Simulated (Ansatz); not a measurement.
The parent structure is Si (space group Pm-3n, No. 223; a = 4.866 Å; a model cell, its experimental status unchecked).

Levels (all Ansatz, an electronic-structure program, PAW): PBEsol (420 eV, without spin-orbit coupling); r2SCAN (500 eV, no spin-orbit coupling).

The geometry is relaxed with PBEsol.

| Quantity | Value |
|---|---|
| PBEsol pressure | 0.0 GPa |

Problem. What does r2SCAN give at this geometry for the pressure?

Solution. The pressure goes from zero to -1.2 GPa.

Single points use the geometry relaxed with PBEsol. Their cutoffs differ, which shifts pressures a little. Stability against distortions was not tested. This is not the structure that Si has at room temperature and ambient pressure.
